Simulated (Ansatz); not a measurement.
Start from La (space group P6_3/mmc, No. 194; a = 3.7695 Å, c = 12.1136 Å; relaxed with 0.1 eV smearing). Axes: x lies along a and z along c of the hexagonal cell.

Level of theory: Ansatz (a quantum-chemistry and plane-wave program) PBE, no spin-orbit coupling.

Before the change:

* **Shortest interatomic distance**: 3.729 Å
* **Pressure**: 0.0 GPa

Now apply this change: biaxial strain +2.05 %, plane normal [001], relaxed out of plane (Cartesian); in-plane vectors clamped, the third vector and the atoms free.

### Question
What does the calculation give for the shortest interatomic distance, pressure and out-of-plane strain after the change?

### Answer
The shortest interatomic distance grows by 0.008 Å, from 3.729 Å to 3.737 Å; the pressure (mean of the normal stresses, compression positive) goes from zero to -0.8 GPa; the out-of-plane strain comes out as -0.76 %.

Whether these cells are dynamically stable was not tested.
